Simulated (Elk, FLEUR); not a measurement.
An Elk input for a self-consistent single point of Sr (Fm-3m, 1 atom in the cell) (DFT, PBE, all-electron FP-LAPW, Elk's shipped species files, APW+lo basis with extra local orbitals):

```
tasks
  0

xctype
  20

rgkmax
  8.0

gmaxvr
  16.0

nxlo
  2

lorbcnd
  .true.

lmaxi
  2

stype
  3

swidth
  0.00367493

avec
    0.0000000000    5.5110819966    5.5110819966
    5.5110819966    0.0000000000    5.5110819966
    5.5110819966    5.5110819966    0.0000000000

atoms
  1   : nspecies
  'Sr.in'   : spfname
  1   : natoms; atposl, bfcmt below
  0.0000000000  0.0000000000  0.0000000000    0.0 0.0 0.0

ngridk
  8 8 8
```

Question: Give the FLEUR input for the same structure, mesh, smearing and functional.

Answer: One input that does it (others would too):

Input of the input generator:

```
Sr crystal
&input film=f /
0.0000000000 5.5110819966 5.5110819966
5.5110819966 0.0000000000 5.5110819966
5.5110819966 5.5110819966 0.0000000000
1.0
1.0 1.0 1.0

1
38 0.0000000000 0.0000000000 0.0000000000

&comp jspins=1 /
&kpt div1=8 div2=8 div3=8 gamma=t /
&end /
```

```xml
<?xml version="1.0" encoding="UTF-8" standalone="no"?>
<fleurInput fleurInputVersion="0.39">
   <comment>
      Sr crystal                                                                                          
   </comment>
   <calculationSetup>
      <cutoffs Kmax="3.8" Gmax="15.2" GmaxXC="15.2" numbands="0"/>
      <scfLoop itmax="60" minDistance="0.00001" maxIterBroyd="25" imix="Anderson" alpha="0.05" precondParam="0.0" spinf="2.0"/>
      <coreElectrons ctail="T" frcor="F" kcrel="0" coretail_lmax="0"/>
      <xcFunctional name="pbe" relativisticCorrections="F"/>
      <magnetism jspins="1"/>
      <soc l_soc="F" theta="0.0" phi="0.0" spav="F"/>
      <expertModes spex="0" secvar="F"/>
      <geometryOptimization l_f="T" forcealpha="1.0" forcemix="BFGS" epsdisp="0.00001" epsforce="0.00001"/>
      <ldaU l_linMix="F" mixParam="0.05" spinf="1.0"/>
   </calculationSetup>
   <cell>
      <bzIntegration valenceElectrons="10.0" mode="hist" fermiSmearingEnergy="0.00367493">
         <kPointListSelection listName="default-1"/>
         <!-- k-points included here -->
         <xi:include xmlns:xi="http://www.w3.org/2001/XInclude" href="kpts.xml"> </xi:include>
      </bzIntegration>
      <!-- symmetry operations included here -->
      <xi:include xmlns:xi="http://www.w3.org/2001/XInclude" href="sym.xml"> </xi:include>
      <bulkLattice scale="1.0">
         <bravaisMatrix>
            <row-1>    0.0000000000000000     5.5110819965999998     5.5110819965999998</row-1>
            <row-2>    5.5110819965999998     0.0000000000000000     5.5110819965999998</row-2>
            <row-3>    5.5110819965999998     5.5110819965999998     0.0000000000000000</row-3>
         </bravaisMatrix>
      </bulkLattice>
   </cell>
   <atomSpecies>
      <species name="Strontium (Sr)" element="Sr" atomicNumber="38">
         <mtSphere radius="2.63" gridPoints="925" logIncrement="0.014"/>
         <atomicCutoffs lmax="10" lnonsphr="8"/>
         <electronConfig flipSpins="F">
            <coreConfig>(1s1/2) (2s1/2) (2p1/2) (2p3/2) (3s1/2) (3p1/2) (3p3/2) (3d3/2) (3d5/2)</coreConfig>
            <valenceConfig>(4s1/2) (4p1/2) (4p3/2) (5s1/2)</valenceConfig>
         </electronConfig>
         <energyParameters s="5" p="5" d="4" f="4"/>
         <lo type="SCLO" l="0" n="4" eDeriv="0"/>
         <lo type="SCLO" l="1" n="4" eDeriv="0"/>
      </species>
   </atomSpecies>
   <atomGroups>
      <atomGroup species="Strontium (Sr)">
         <relPos label="                   1">.0000000000 .0000000000 .0000000000</relPos>
         <force calculate="T" relaxXYZ="TTT"/>
      </atomGroup>
   </atomGroups>
   <output dos="F" band="F" slice="F">
      <checks vchk="F" cdinf="F"/>
      <bandDOS minEnergy="-.5*Htr" maxEnergy="0.5*Htr" sigma="0.015" storeEVData="T"/>
      <vacuumDOS vacdos="F" integ="F" star="F" nstars="0" locx1="0.0" locy1="0.0" locx2="0.0" locy2="0.0" nstm="0" tworkf="0.0"/>
      <unfoldingBand unfoldBand="F" supercellX="1" supercellY="1" supercellZ="1"/>
      <plotting iplot="0" polar="F">
         <plot TwoD="T" vec1="  1.0  0.0  0.0" vec2="  0.0  1.0  0.0" vec3="  0.0  0.0  1.0" zero="  0.0  0.0  0.0" file="plot"/>
      </plotting>
      <chargeDensitySlicing numkpt="0" minEigenval="0.0" maxEigenval="0.0" nnne="0" pallst="F"/>
      <specialOutput eonly="F"/>
      <magneticCircularDichroism mcd="F" energyLo="-10.0" energyUp="0.0"/>
   </output>
  <!-- We include the file relax.xml here to enable relaxations (see documentation) -->
  <xi:include xmlns:xi="http://www.w3.org/2001/XInclude" href="relax.xml"> <xi:fallback/> </xi:include>
</fleurInput>
```

Basis, cutoffs, solver keys and any potentials are the target program's own. This input uses DFT, PBE, all-electron FLAPW (FLEUR), scalar-relativistic valence.

The starting cell has typed, rounded lattice constants, without a prior relaxation at this level. Its lattice was rescaled by a random factor within 2.5 % of one. For this run, on top of that: lattice scaled by 0.98.
